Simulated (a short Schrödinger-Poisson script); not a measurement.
Stack: MOS inversion layer, SiO2 on p-type Si(100), at 300 K.

| layer | material | thickness (nm) | Na (cm⁻³) |
|---|---|---|---|
| 1 | SiO2 | 2.7 | - |
| 2 | Si | 220 | 3.8e18 |

The device is made up for the run: typed textbook-type constants, with dimensions and the other settings drawn at random. SiO2: permittivity 3.9, conduction-band edge (eV) 3.15, gap (eV) 9, electron mass (mₑ) 0.5. Si: permittivity 11.7, conduction-band edge (eV) 0, gap (eV) 1.124, Nv at 300 K (cm⁻³) 3.1e19.

Channel valleys (confinement mass, in-plane density-of-states mass, number): Δ2 0.916, 0.19, 2; Δ4 0.19, 0.417, 4. At the gate the conduction-band edge of layer 1 lies 3.21 eV − eVg above the Fermi level of the channel; the field vanishes at the back. Gaps are held at their typed values at every temperature. Mesh 0.03 nm at interfaces.

From a short Schrödinger-Poisson script (our own, NumPy): 1D Poisson equation in equilibrium, electrons classical, Boltzmann, parabolic valleys, classical holes, full ionisation, no traps, pinning or gate leakage.

The same stack at other levels of the model or other numerical settings:

```csv
run,sheet density of all electrons at Vg = 2.4 V (cm⁻²),sheet density of all electrons at Vg = 1.2 V (cm⁻²),capacitance at Vg = 2.4 V (μF/cm²),centroid of the channel electrons at Vg = 2.4 V (nm),rough cost against the base
base,1.06e13,1.63e12,1.24,0.19,about 1
"electrons treated as classical, Fermi-Dirac",9.99e12,1.53e12,1.19,0.33,5
"electrons treated as quantum, Hartree",8.16e12,4.17e11,1.12,1.03,30
mesh six times as coarse,1.04e13,1.53e12,1.23,0.29,0.7
```

The classical rows ignore confinement, and Boltzmann statistics overrate the density once the band edge passes the Fermi level.
